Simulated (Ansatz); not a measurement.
Partial pair distribution functions of a relaxed model of amorphous Hf18O36C, broadened by 0.06 Å; density 8.84 g/cm³. Method: PBE, scalar-relativistic without spin-orbit coupling (plane waves to 420 eV, PAW; Ansatz, a program for electronic structure).

It comes from a melt-quench run on a machine-learned potential (CHGNet), relaxed afterwards by DFT. O atoms were pushed apart under 1.9 Å during the dynamics, to hinder bonds among them. The hot cell started wider than the set density and was brought back towards it in steps. It is the lowest in DFT energy of 2 quenches. It is a model cell: composition and starting density were chosen by hand, and all elements were melted together. No dispersion term was used. Its density started from a set value of 8.91 and ended at 8.84 g/cm³. The quench (nominally 300 K/ps over its main leg) was far faster than any real one, so the model tends to hold more defects than a real film. Values belong to this one cell and scatter from quench to quench. Volume and shape were free in the relaxation. On a 2×2×2 Γ-centred mesh force components of up to 0.13 eV/Å stay, since the relaxation ran on the zone centre alone.

| r (Å) | g Hf-O | g O-C | g Hf-Hf | g O-O |
|---|---|---|---|---|
| 1.15 | 0.00 | 0.01 | 0.00 | 0.00 |
| 1.25 | 0.00 | 1.02 | 0.00 | 0.00 |
| 1.35 | 0.00 | 6.87 | 0.00 | 0.00 |
| 1.45 | 0.00 | 6.92 | 0.00 | 0.00 |
| 1.55 | 0.00 | 1.20 | 0.00 | 0.00 |
| 1.65 | 0.00 | 0.02 | 0.00 | 0.00 |
| 1.75 | 0.00 | 0.00 | 0.00 | 0.00 |
| 1.85 | 0.29 | 0.00 | 0.00 | 0.00 |
| 1.95 | 2.68 | 0.00 | 0.00 | 0.00 |
| 2.05 | 6.66 | 0.00 | 0.00 | 0.00 |
| 2.15 | 6.29 | 0.00 | 0.00 | 0.00 |
| 2.25 | 3.35 | 0.00 | 0.00 | 0.06 |
| 2.35 | 1.21 | 0.00 | 0.00 | 0.15 |
| 2.45 | 0.28 | 0.00 | 0.00 | 0.58 |
| 2.55 | 0.28 | 0.05 | 0.00 | 1.58 |
| 2.65 | 0.29 | 0.95 | 0.00 | 2.62 |
| 2.75 | 0.18 | 1.48 | 0.00 | 2.39 |
| 2.85 | 0.05 | 1.37 | 0.00 | 2.47 |
| 2.95 | 0.14 | 0.64 | 0.00 | 2.37 |
| 3.05 | 0.20 | 1.12 | 0.12 | 2.02 |
| 3.15 | 0.21 | 0.24 | 0.67 | 1.29 |
| 3.25 | 0.50 | 0.66 | 2.08 | 0.89 |
| 3.35 | 0.51 | 1.39 | 3.94 | 0.80 |
| 3.45 | 0.55 | 1.87 | 3.80 | 0.99 |
| 3.55 | 0.53 | 1.82 | 2.86 | 0.70 |
| 3.65 | 0.80 | 1.62 | 1.92 | 0.60 |
| 3.75 | 1.11 | 0.40 | 1.63 | 0.60 |
| 3.85 | 0.94 | 1.07 | 1.63 | 0.58 |
| 3.95 | 1.20 | 1.78 | 1.62 | 0.92 |
| 4.05 | 1.41 | 0.84 | 1.13 | 1.15 |
| 4.15 | 1.24 | 1.09 | 0.75 | 1.06 |
| 4.25 | 1.36 | 0.20 | 0.56 | 0.83 |
| 4.35 | 1.33 | 0.54 | 0.53 | 0.55 |

Within 2.82 Å each Hf has 6.28 O neighbours on average.
